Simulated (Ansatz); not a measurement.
Take SiC in the zinc blende structure (space group F-43m, No. 216; a = 4.357 Å) as the base.

One thing is altered: the cell is scaled by 0.9565 in all directions; the atoms relax in the strained cell.

The values are results of r2SCAN (Ansatz, a quantum-chemistry and plane-wave program), no SOC, earlier PAW set, not measurements.

Base, band edges from the VBM (valence, conduction): X -3.34, 1.71; W -4.82, 5.72; L -1.11, 5.98; Γ 0.00, 6.80; K -2.72, 3.53; U -2.72, 3.53 eV.

Question: Give the band edges at the high-symmetry points of the new zone, measured from its valence-band maximum.

Answer: 
```tsv
point	valence edge (eV)	conduction edge (eV)
Γ	0.00	8.48
X	-3.60	1.61
U	-2.91	3.68
K	-2.91	3.68
L	-1.13	7.31
W	-5.34	5.94
```

The gap is 1.61 eV, indirect, Γ → X.

Stability against distortions was not tested.
